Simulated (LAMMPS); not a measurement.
An MD run on Cu (fcc), 256 atoms, at 810 K and 5 GPa, heated as the crystal.

All values are model results, not measurements: MD with a machine-learned potential, pair style snap, file Cu_Zuo_JPCA2020.snap, run in LAMMPS.

| Property | Result |
|---|---|
| state found | crystal; no diffusion seen in 15 ps |
| density | 8.825 ± 0.001 g/cm³ |
| volume per atom | 11.957 ± 0.002 Å³/atom |
| enthalpy per atom | -3.5218 ± 0.0009 eV/atom |
| first peak of g(r) | 2.53 Å, height 4.8 |
| coordination number | 12.0 (counted to 3.14 Å) |
| most common Cu-Cu-Cu angle | at the 3° bin centred on 58.5°, after smoothing over three bins (mean of all 97°) |
| mean frequency of the vibrational (phonon) density of states | 5.1 THz |
| cost | about 18 core-minutes (a rough figure) |

Potential: file Cu_Zuo_JPCA2020.snap of the LAMMPS distribution; its header cites Y. Zuo, C. Chen, X, Li, Z. Deng, Y. Chen, J. Behler, G. Csányi, A. V. Shapeev, A. P. Thompson, M. A. Wood, S. P. Ong, "Performance and Cost Assessment of Machine Learning Interatomic Potentials" J. Phys. Chem. A 124, 4, 731-745 (2020).

Caution: a run this short can hold a crystal over, or a liquid under, the potential's own melting point, which these runs don't give.

States go by the mean squared displacement: a species diffuses where it passes 1.5 Å², still rises and gives D over 1e-6 cm²/s; a crystal has left its structure where atoms lie 0.35 Å off their sites on average or a cubic box changes its shape by 3 %, or the axial ratios of another lie 8 % off the starting cell's, which the potential's own relaxation can also do.

Uncertainties are statistical and leave out the potential's own error.

```tsv
angle (°)	probability per degree, Cu-Cu-Cu
43.50	0.0000
46.50	0.0001
49.50	0.0014
52.50	0.0076
55.50	0.0213
58.50	0.0326
61.50	0.0296
64.50	0.0179
67.50	0.0075
70.50	0.0024
73.50	0.0007
76.50	0.0007
79.50	0.0021
82.50	0.0054
85.50	0.0099
88.50	0.0128
91.50	0.0127
94.50	0.0090
97.50	0.0050
100.5	0.0022
103.5	0.0012
106.5	0.0020
109.5	0.0054
112.5	0.0118
115.5	0.0195
118.5	0.0242
121.5	0.0234
124.5	0.0174
127.5	0.0098
130.5	0.0046
133.5	0.0018
136.5	0.0006
139.5	0.0002
142.5	0.0001
145.5	0.0000
148.5	0.0000
151.5	0.0000
154.5	0.0000
157.5	0.0001
160.5	0.0004
163.5	0.0014
166.5	0.0032
169.5	0.0059
172.5	0.0083
175.5	0.0076
178.5	0.0032
```
